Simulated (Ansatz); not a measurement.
## SiO2: biaxial strain +0.29 %, plane normal [001], relaxed out of plane

Base system: SiO$_{2}$ (space group P4_12_12, No. 92; a = 5.030 Å, c = 7.012 Å). Axes: x, y, z lie along a, b, c of the conventional cell.

Modification: biaxial strain +0.29 %, plane normal [001], relaxed out of plane (Cartesian); in-plane vectors clamped, the third vector and the atoms free.

Calculations: PBEsol (Ansatz, a first-principles code, PAW, no spin-orbit coupling). k-mesh 5×5×4 (Γ-centred); smearing 0.05 eV (Fermi–Dirac).

The volume per atom goes up by 0.11 Å³ to 14.89 Å³ and the space group remains P4_12_12 (No. 92). The pressure (mean of the normal stresses, compression positive) goes from zero to -0.09 GPa and the band gap is nearly the same (5.57 eV against 5.56 eV). The gap character is still direct at Γ and the width of the top valence band stays essentially unchanged (0.63 eV against 0.64 eV). The electron mass is still 0.54 mₑ (at Γ) and the hole mass goes from 1.4 mₑ along c, 1.7 mₑ across (at Γ) to 1.6 mₑ out of plane, 1.9 mₑ in plane (at Γ). The valence-band top at Γ (three highest levels, from the VBM) is still 0.00, -0.28, -0.28 eV and the out-of-plane strain amounts to +0.14 %. The mean in-plane stress (compression positive) comes out as -0.1 GPa.

Effective masses come from finite differences of ±0.01 Å⁻¹. No phonon test of stability was made.
